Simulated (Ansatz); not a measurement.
System: B-vacancy pair (B on one host Si site, one Si site vacant) in silicon (charge state +1). The step: the B atom itself jumps into the vacancy (B-vacancy distance between ideal sites 2.37 Å throughout); the atom moves 3.49 Å along (0.37, 0.37, 0.37) of the unit cell; the moving atom starts with neighbours 3 Si at 2.04 Å and ends with 3 Si at 2.04 Å. DFT values are from Ansatz (plane-wave PAW, 420 eV unless said) in a cell of 216 host sites, spin-restricted, static, with no finite-size correction. The charge state is imposed; whether it is stable for some Fermi level was not computed. Forms of the defect that were not tried may lie lower. For the PBE band: the program found a first-order saddle point.

| Level | Forward barrier (eV) |
|---|---|
| PBE, one k-point at (0.250, 0.250, 0.250), band relaxed | 2.32 |
| PBE, a 2×2×2 k-point mesh shifted by half a step, same geometries | 2.33 |
| r2SCAN at 500 eV, one k-point at (0.250, 0.250, 0.250), same geometries | [?] |
| PBE, Γ point alone, same geometries | 2.35 |
| HSE06, Γ point alone, same geometries | 2.78 |

Question: Some entries are withheld; supply them.

Answer: 
- r2SCAN at 500 eV, one k-point at (0.250, 0.250, 0.250), same geometries, Forward barrier (eV): 2.68

Ansatz is a program for electronic structure.
